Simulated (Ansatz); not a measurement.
Take CuCl in the zinc blende structure (space group F-43m, No. 216) as the base.

```yaml
crystal:
  lattice:
    - [0.00000, 2.64485, 2.64485]
    - [2.64485, 0.00000, 2.64485]
    - [2.64485, 2.64485, 0.00000]
  atoms:
    - { symbol: Cu, position: [0.00000, 0.00000, 0.00000] }
    - { symbol: Cl, position: [0.25000, 0.25000, 0.25000] }
```

Method: PBEsol (Ansatz, a program for electronic structure; PAW; 420 eV plane waves; without spin-orbit coupling).

Before the change:

- Gap between the host's bands: 0.55 eV
- Gap character: direct at Γ

The change: electron doping at 5.0×10^20 cm⁻³ (0.0185 per cell), with a uniform compensating background at fixed cell and a 300 K Fermi–Dirac width.

### Question
Estimate the effect on the Fermi level from band edge.

### Answer
The Fermi level relative to the doped band's edge (positive inside the band; to 0.05 eV) comes out as +0.70 eV.

### Question
Estimate the effect on the gap between the host's bands.

### Answer
The gap between the host's bands shrinks by 0.01 eV (0.55 eV → 0.54 eV).

### Question
What happens to the gap character?

### Answer
The gap character remains direct at Γ.

Charged cell with a jellium background: band edges are those of the host's band count, energies are not comparable with the neutral cell, and many-body gap narrowing is missing. No phonon test of stability was made. No Hubbard U is applied. All final runs are without spin polarisation.
